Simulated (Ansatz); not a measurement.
Reference: BP (F-43m), r2SCAN, rigid bands (plane waves, PAW, scalar-relativistic; Ansatz, a first-principles code); geometry: cell and atoms relaxed with PBEsol.

```cif
data_B4P4
_chemical_formula_sum 'B4 P4'
_space_group_name_H-M_alt 'F-43m'
_space_group_IT_number 216
_space_group_name_Hall 'F -4 2 3'
_cell_length_a 4.52020
_cell_length_b 4.52020
_cell_length_c 4.52020
_cell_angle_alpha 90.000
_cell_angle_beta 90.000
_cell_angle_gamma 90.000
loop_
_atom_site_label
_atom_site_type_symbol
_atom_site_symmetry_multiplicity
_atom_site_Wyckoff_symbol
_atom_site_fract_x
_atom_site_fract_y
_atom_site_fract_z
_atom_site_occupancy
B1 B 4 a 0.00000 0.00000 0.00000 1
P1 P 4 d 0.75000 0.75000 0.75000 1
```
(The calculation used a cell of 2 atoms; values per cell refer to that cell.)

- band gap: 1.40 eV
- electron conductivity mass: 0.32 mₑ
- Seebeck coefficient, n-type 1e19 cm⁻³: -336 μV/K

**Question.** Replace P by N on the same sites and relax. What happens?

**Answer.** BN (F-43m): volume per atom 11.5 to 5.9 Å³; band gap rises (1.40 eV to 5.01 eV); electron conductivity mass rises (0.32 mₑ to 0.38 mₑ); Seebeck coefficient, n-type 1e19 cm⁻³ falls in size (-336 μV/K to -281 μV/K).

**Question.** Replace B by In on the same sites and relax. What happens?

**Answer.** InP (F-43m): volume per atom 11.5 to 25.4 Å³; band gap falls (1.40 eV to 1.11 eV); electron conductivity mass falls (0.32 mₑ to 0.089 mₑ); Seebeck coefficient, n-type 1e19 cm⁻³ falls in size (-336 μV/K to -59 μV/K).

**Question.** Replace P by As on the same sites and relax. What happens?

**Answer.** BAs (F-43m): volume per atom 11.5 to 13.5 Å³; band gap stays about the same (1.40 eV to 1.36 eV); electron conductivity mass falls (0.32 mₑ to 0.30 mₑ); Seebeck coefficient, n-type 1e19 cm⁻³ stays about the same (-336 μV/K to -320 μV/K).

Moves up to 5 % count as about the same. Masses are for dilute carriers at 300 K, harmonic means over directions unless an axis is named. Seebeck coefficients are for the stated density at 300 K, with one relaxation time for all states and whether or not that doping can be reached. Spin-orbit coupling is left out.
